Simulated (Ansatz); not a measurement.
Reference: AlAs (F-43m), PBEsol with spin-orbit coupling, rigid bands (plane waves, PAW; Ansatz, a program for electronic structure); axes and stresses refer to this cell.

```yaml
crystal:
  lattice:
    - [0.00000, 2.83740, 2.83740]
    - [2.83740, 0.00000, 2.83740]
    - [2.83740, 2.83740, 0.00000]
  atoms:
    - { symbol: Al, position: [0.00000, 0.00000, 0.00000] }
    - { symbol: As, position: [0.75000, 0.75000, 0.75000] }
```

electron conductivity mass: 0.33 mₑ
band gap: 1.25 eV
hole conductivity mass: 0.59 mₑ

**Question.** After one change the values are electron conductivity mass 0.30 mₑ; band gap 1.04 eV; hole conductivity mass 0.56 mₑ. Name the change that produced these shifts.
A) hydrostatic pressure 10 GPa
B) hydrostatic pressure -2 GPa
C) hydrostatic pressure 2 GPa

**Answer.** A, hydrostatic pressure 10 GPa

Masses are for dilute carriers at 300 K, harmonic means over directions unless an axis is named. Stresses and pressures are the targets of the relaxation.  The structure type is held under load, also where the real crystal would transform.
